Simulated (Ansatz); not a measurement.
Results of PBEsol (PAW; Ansatz, a first-principles code) for hexagonal WC.

Settings: plane-wave cutoff 520 eV, 24×24×22 k mesh (along the axes of the cell as run), Fermi–Dirac smearing 0.055 eV (set by the program), no spin polarisation, scalar-relativistic PAW data made under PBE.

Computed at the level's own relaxed cell.

```
WC
1.0
    2.89884     0.00000     0.00000
   -1.44942     2.51047     0.00000
    0.00000     0.00000     2.82703
W C
1 1
Cartesian
  0.00000   0.00000   0.00000
  0.00000   1.67364   1.41352
```

### Question
Give the elastic tensor (Voigt notation, GPa, ions relaxed, in the Cartesian axes of the cell as printed).

### Answer

```
  738.1   239.9   187.9     0.0     0.0     0.0
  239.9   738.1   187.9     0.0     0.0     0.0
  187.9   187.9   984.0     0.0     0.0     0.0
    0.0     0.0     0.0   321.8     0.0     0.0
    0.0     0.0     0.0     0.0   321.8     0.0
    0.0     0.0     0.0     0.0     0.0   249.1
```

Spin–orbit coupling is not included.

Computed values are for the static lattice.
